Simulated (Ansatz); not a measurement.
Base system: Sn in the diamond structure (space group Fd-3m, No. 227; a = 6.540 Å; relaxed with 0.1 eV smearing).

The values are results of DFT with PBEsol, PAW potentials and a 420 eV plane-wave cutoff in Ansatz (an electronic-structure program), no SOC, not measurements.

Before the change:

Pressure: 0.0 GPa
Band gap: zero

Perturbation: every lattice vector is stretched by 2.00 %, atoms relaxed at fixed cell.

Task: Estimate the effect on the energy relative to the base.

Result: The energy grows by 15 meV/atom.

Task: Estimate the effect on the pressure.

Result: The pressure goes from zero to -2.1 GPa.

Task: What happens to the band gap?

Result: The band gap remains zero.

The cells carry an imposed strain or load. Stability against distortions was not tested.
